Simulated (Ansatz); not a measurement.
# A computed series for Nb: response to strain

Base system: Nb in the bcc (W type) structure (space group Im-3m, No. 229; a = 3.3045 Å; relaxed with 0.1 eV smearing). Axes: x, y, z lie along the cube axes.

Strains are applied to the cell and any free atomic positions relax; under biaxial strain the out-of-plane vector relaxes too.

Calculations: r2SCAN (Ansatz, a program for electronic structure, PAW, no spin-orbit coupling).

Notes on the quantities. in-plane stress: mean in-plane stress (compression positive); energy relative to the base: free energy F.

```tsv
variant	ratio −ε⊥/ε∥	in-plane stress	energy relative to the base
base	–	–	0 meV/atom
biaxial strain −2.50 %, plane normal [111], relaxed out of plane	1.74	+2.1 GPa	+5.8 meV/atom
biaxial strain −2.08 %, plane normal [111], relaxed out of plane	1.73	+1.7 GPa	+3.9 meV/atom
biaxial strain −1.67 %, plane normal [111], relaxed out of plane	1.73	+1.4 GPa	[?]
biaxial strain −1.25 %, plane normal [111], relaxed out of plane	1.72	+1.0 GPa	+1.3 meV/atom
biaxial strain −0.83 %, plane normal [111], relaxed out of plane	1.72	+0.6 GPa	[?]
biaxial strain −0.42 %, plane normal [111], relaxed out of plane	–	+0.3 GPa	+0.1 meV/atom
```

Some entries are withheld; estimate them.


- biaxial strain −1.67 %, plane normal [111], relaxed out of plane, energy relative to the base: +2.5 meV/atom
- biaxial strain −0.83 %, plane normal [111], relaxed out of plane, energy relative to the base: +0.6 meV/atom

No phonon test of stability was made. The final runs are not spin-polarised.
